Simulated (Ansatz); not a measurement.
Base system: BeTe in the zinc blende structure (space group F-43m, No. 216; a = 5.604 Å). Axes: x, y, z lie along the cube axes.

Level of theory: DFT with PBEsol, PAW potentials and a 420 eV plane-wave cutoff in Ansatz (an electronic-structure program), no spin-orbit coupling.

Before the change:

| Property | Result |
|---|---|
| Valley order | X along ⟨100⟩ 1.84 eV; L along ⟨111⟩ 3.08 eV |

It is then changed as follows: compressive biaxial strain of 2.50 % in the plane normal to [001], as in epitaxy on a mismatched substrate; the out-of-plane cell vector and the atoms relax.

Question: What does the calculation give for the in-plane stress and valley order after the change?

Answer: The mean in-plane stress (compression positive) comes out as +3.0 GPa; the valley order (the lowest conduction-band minima on the path, energy above the VBM, named in the base's zone) changes from X along ⟨100⟩ 1.84 eV; L along ⟨111⟩ 3.08 eV to X along [010] 1.56 eV; X along [001] 1.89 eV; L along [111] 2.99 eV.

With Te present, leaving out spin-orbit coupling can change the band edges. The levels and masses belong to the bands next to the band gap. Stability against distortions was not tested.
